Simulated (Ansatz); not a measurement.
Os under a change: tensor shear ε_yz = −1.80 %

Consider Os in the fcc (Cu type) structure (space group Fm-3m, No. 225; a = 3.8211 Å; relaxed with 0.1 eV smearing). Axes: x, y, z lie along the cube axes.

Now apply this change: a pure shear with ε_yz = ε_zy = -0.0180; the atoms relax in the strained cell.

All numbers come from PBEsol, PAW, 420 eV (Ansatz, an electronic-structure program; scalar-relativistic without spin-orbit coupling). Γ-centred 30×30×30 mesh, Fermi–Dirac width 0.1 eV.

```tsv
quantity	base	changed	shift
volume per atom	13.95 Å³	13.94 Å³	-0.005 Å³
space group	Fm-3m (No. 225)	Immm (No. 71)	–
shortest interatomic distance	2.702 Å	2.653 Å	-0.049 Å
energy relative to the base (free energy F)	0 meV/atom	+19 meV/atom	+19 meV/atom
pressure (mean of the normal stresses, compression positive)	0.0 GPa	0.7 GPa	+0.7 GPa
band gap	zero	zero	–
stress (xx, yy, zz, yz, xz, xy; compression positive)	–	(0.1, 1.0, 1.0, 12.3, 0.0, 0.0) GPa	–
```

Final structure:

```
CELL_PARAMETERS angstrom
      0.00000     1.87616     1.87616
      1.91055    -0.03439     1.91055
      1.91055     1.91055    -0.03439
ATOMIC_POSITIONS crystal
  Os 0.00000 0.00000 0.00000
```

Cost of the whole job for the changed cell (relaxation, final SCF and bands): about 30 core-seconds (a rough figure).

No phonon test of stability was made. All final runs are without spin polarisation. This is not the structure that Os has at room temperature and ambient pressure.
